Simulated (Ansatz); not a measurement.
Data:

End structure of a constructed model of the (111) surface of fcc Ag, a pseudomorphic layer of Pt in the host's stacking (bottom of the slab: a bare face, its two planes held):

```xyz
7
Lattice="2.9334 0.0000 0.0000 -1.4667 2.5404 0.0000 0.0000 0.0000 30.5000" Properties=species:S:1:pos:R:3 pbc="T T T"
Ag     0.0000     1.6936     8.0668
Ag     1.4667     0.8468    10.4619
Ag     0.0000     0.0000    12.8547
Ag     0.0000     1.6936    15.2591
Ag     1.4667     0.8468    17.6621
Ag     0.0000     0.0000    20.0433
Pt     0.0000     1.6936    22.3281
```

Model: 7-atom slab, 14.4 Å thick at the start with caps and adatoms, 15x15x1 mesh, Fermi-Dirac 0.1 eV, dipole correction, single point; on the structure that PBE left under its start's symmetry; no spin, no spin-orbit, no U. In PBE it is, or lies within 0.01 eV a 1x1 cell of, the lowest of the 2 structures of its composition computed so far; subsurface sites and larger cells were not tried.

**Question.** Estimate the work function of the top face that r2SCAN, at the PBE geometry (Ansatz, an electronic-structure program) returns for this input.

**Answer.** 5.77 eV
